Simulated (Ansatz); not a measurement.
Base system: GaN in the rock salt structure (space group Fm-3m, No. 225; a = 4.219 Å).

Level of theory: DFT with PBEsol, PAW potentials and a 420 eV plane-wave cutoff in Ansatz (an electronic-structure program), scalar-relativistic without spin-orbit coupling.

Before the change:

| Property | Value |
|---|---|
| Gap between the host's bands | 0.54 eV |
| Gap character | indirect, K–Γ (52 % along) → X |

It is then changed as follows: hole doping at 5.0×10^20 cm⁻³ (0.00939 per cell), with a uniform compensating background at fixed cell and a 300 K Fermi–Dirac width.

How does this affect the Fermi level from band edge, gap between the host's bands and gap character?

The Fermi level relative to the doped band's edge (positive inside the band; to 0.05 eV) comes out as 0.00 eV; the gap between the host's bands grows by 0.013 eV, from 0.54 eV to 0.56 eV; the gap character is still indirect, K–Γ (52 % along) → X.

Carriers are added with a uniform compensating background; total energy and stress of such cells depend on the potential's zero and are not compared; many-body gap narrowing is missing at this level. Stability against distortions was not tested. This is not the structure that GaN has at room temperature and ambient pressure.
